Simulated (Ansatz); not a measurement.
## GaSb (model structure, started from the CsCl type, Pm-3m, No. 221, 2 atoms in the cell)

Computed with PBE-D3(BJ) in Ansatz (PAW).

Numerical settings: plane-wave cutoff 520 eV, 16×16×16 k mesh, Fermi–Dirac smearing 0.05 eV, scalar-relativistic PAW data made under PBE.

Cell (relaxed at this level):

```xyz
2
Lattice="3.5486 0.0000 0.0000 0.0000 3.5486 0.0000 0.0000 0.0000 3.5486" Properties=species:S:1:pos:R:3 pbc="T T T"
Ga     0.0000     0.0000     0.0000
Sb     1.7743     1.7743     1.7743
```

```
Quantity  Value
--------  -----
band gap   none
```

Note: the relaxation could raise the start's symmetry but not lower it, so the cell can be a saddle point.

Spin–orbit coupling is not included; it can open a gap where bands touch, and shift volumes and moduli.

Computing time: roughly 50 core-seconds.

A model structure was made by putting elements into a prototype or built by hand; it is no filed structure, need not be a known phase, and can be a saddle point held by its symmetry.

Ansatz is an electronic-structure program.
